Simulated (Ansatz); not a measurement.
## CsPbBr3, pressure series

The parent structure is CsPbBr₃ in the cubic perovskite structure (space group Pm-3m, No. 221; a = 5.7702 Å).

Cell and atoms are relaxed at each pressure.

Calculations: plane-wave PAW DFT at the LDA level (Ansatz, a program for electronic structure, 420 eV), no spin-orbit coupling.

Candidates:
(a) pressure 0.7 GPa
(b) pressure −2 GPa
(c) pressure 0.3 GPa
(d) pressure −1 GPa

Before the change:

```
Quantity    Value
--------  -------
Band gap  1.17 eV
```

Task: Order them by band gap, highest first.

Result: (b) pressure −2 GPa (1.57 eV), (d) pressure −1 GPa (1.36 eV), (c) pressure 0.3 GPa (1.11 eV), (a) pressure 0.7 GPa (1.04 eV)

Spin-orbit coupling, missing from the scalar runs, can matter with Pb. Load acts through the strain it causes; cell and atoms are relaxed under it. Stability against distortions was not tested. Many cubic perovskites are stable only at high temperature; tilts and polar distortions were not tested. This is not the structure that CsPbBr3 has at room temperature and ambient pressure.
